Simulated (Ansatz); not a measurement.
Input of the mobility step, LDA, finite-displacement electron-phonon coupling, linearised Boltzmann equation in Ansatz (a quantum-chemistry and plane-wave program), Ge (Fd-3m). Condition of this run: hydrostatic pressure 10 GPa (the target of the relaxation).

Ansatz 0.2 input:
```
crystal:
  lattice:
    - [0.0, 2.7116068771, 2.7116068771]
    - [2.7116068771, 0.0, 2.7116068771]
    - [2.7116068771, 2.7116068771, 0.0]
  atoms:
    - { symbol: Ge, position: [0.0, 0.0, 0.0] }
    - { symbol: Ge, position: [0.25, 0.25, 0.25] }
kpoints:
  mp_grid: { grid: [8, 8, 8] }
hamiltonian:
  xc: lda
  pseudopotentials: { kind: paw }
scf:
  occupations: { method: fixed }
phonons:
  supercell: [4, 4, 4]
  carrier_mobility: { temperatures: [150, 200, 250, 300, 350, 400, 500, 600] }
```

An excerpt of its output:

```
--- Carrier mobility (electrons): potentials and phonons of a 4×4×4 supercell ---
  scattering by the run's harmonic phonons alone; scattering by impurities, by other carriers and their screening is left out, and so is spin–orbit coupling
  band edge at 10.3454 eV
  valley at (0.0000 0.0000 -0.5000), 4 points alike, 176.18 meV above the edge
  valley at (0.0000 0.4100 0.4100), 6 points alike, 0.00 meV above the edge
  a displaced site's charge and quadrupole, each over the dielectric constant: up to 0.000 e and 0.530 e·Å; the charges' sum missed by 0.126 e
  the run chose the mesh 100×100×100 (1.4 steps from a valley's bottom to the thermal energy of 150 K, as the couplings on a denser one leave too little of the memory); type phonons.carrier_mobility.mesh for another
  mobility, cm²/(V·s), of a tensor a third of its trace; what the velocities' spread within the cells of the mesh adds; mean energy transported, in kT; Lorenz number, in (k/e)²:
           mesh  steps/k_T     T (K)         cm⁻³     solution         MRTA        SERTA  in cells    energy    Lorenz
    100×100×100       1.42    150.00          few     5.0396e3     5.0301e3     4.9673e3    8.86 %     1.727     1.312
    100×100×100       1.64    200.00          few     2.7201e3     2.7164e3     2.6876e3    6.82 %     1.696     1.378
    100×100×100       1.83    250.00          few     1.7025e3     1.7007e3     1.6855e3    5.59 %     1.688     1.448
    100×100×100       2.01    300.00          few     1.1705e3     1.1695e3     1.1607e3    4.75 %     1.687     1.486
    100×100×100       2.17    350.00          few     8.5592e2     8.5529e2     8.4992e2    4.14 %     1.685     1.498
    100×100×100       2.32    400.00          few     6.5338e2     6.5296e2     6.4961e2    3.68 %     1.681     1.496
    100×100×100       2.59    500.00          few     4.1485e2     4.1462e2     4.1335e2    3.04 %     1.666     1.486
    100×100×100       2.84    600.00          few     2.8411e2     2.8397e2     2.8365e2    2.63 %     1.650     1.489
       50×50×50       0.71    150.00          few     5.2742e3     5.2645e3     5.2931e3   33.15 %     1.683     1.300
       50×50×50       0.82    200.00          few     2.7894e3     2.7854e3     2.7965e3   26.43 %     1.668     1.374
       50×50×50       0.92    250.00          few     1.7292e3     1.7273e3     1.7332e3   22.01 %     1.670     1.448
       50×50×50       1.00    300.00          few     1.1827e3     1.1816e3     1.1855e3   18.89 %     1.674     1.489
       50×50×50       1.08    350.00          few     8.6236e2     8.6167e2     8.6453e2   16.57 %     1.676     1.502
       50×50×50       1.16    400.00          few     6.5714e2     6.5668e2     6.5898e2   14.80 %     1.674     1.501
       50×50×50       1.29    500.00          few     4.1648e2     4.1624e2     4.1797e2   12.31 %     1.662     1.491
       50×50×50       1.42    600.00          few     2.8504e2     2.8489e2     2.8633e2   10.66 %     1.648     1.494
  SERTA leaves out what is scattered into a state
  not converged in the mesh: from the mesh of half the divisions the mobility moves by up to 4.66 %; 8.9 % of it stand in the velocities' spread within the cells; MRTA moves by up to 4.66 %
  the changes of the potential over all sites missed a rigid shift's by 0.01 % (the site terms' by 0.48 %)
  the long waves of the potentials, up to 0.502 1/Å, are read off 3 elongated supercells
  the phonons are corrected at the wavevectors of the elongated supercells: the repeat alone misses a frequency there by up to 13.47 %, and what leaves one of them out by up to 10.75 %
```

Scattering by harmonic phonons alone: no impurities, screening or carrier-carrier scattering, bands fixed at 0 K. From a coarser fine mesh the values given move by up to 5 %. The mesh was bound by memory.
